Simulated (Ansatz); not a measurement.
The starting structures come from a database of crystals and need not be the phases stable at ambient conditions.

Inside the gap of an insulator the Bloch states are evanescent, with a wavenumber k + iκ along the transport direction.

Here is the system:

```
CELL_PARAMETERS angstrom
      6.75766     0.00000     0.00000
      3.37883     6.51645     0.00000
      3.37883     1.75195     5.58392
ATOMIC_POSITIONS crystal
  Ca 0.36026 0.91922 0.36026
  Ca 0.63974 0.08078 0.63974
  Sn 0.15566 0.53303 0.15566
  Sn 0.84434 0.46697 0.84434
  S  0.96629 0.26117 0.21389
  S  0.03371 0.73883 0.78611
  S  0.55865 0.26117 0.96629
  S  0.44135 0.73883 0.03371
  S  0.21389 0.26117 0.55865
  S  0.78611 0.73883 0.44135
```

Space group of this cell: R-3. The cell is taken as given; by PBEsol its mean pressure is -2.7 GPa.

Transport runs along the normal of the first two printed cell vectors, the (101) plane of the conventional cell.

The gap is the functional's own. No spin-orbit coupling. Mid-gap values are interpolated on the energy grid.

**Question.** Estimate the band gap and the smallest decay constant κ at mid-gap that PBEsol (Ansatz, an electronic-structure program) returns for this system.

**Answer.** Gap 1.49 eV on a 6×6×6 mesh; κ = 0.149 1/Å, at the zone centre.
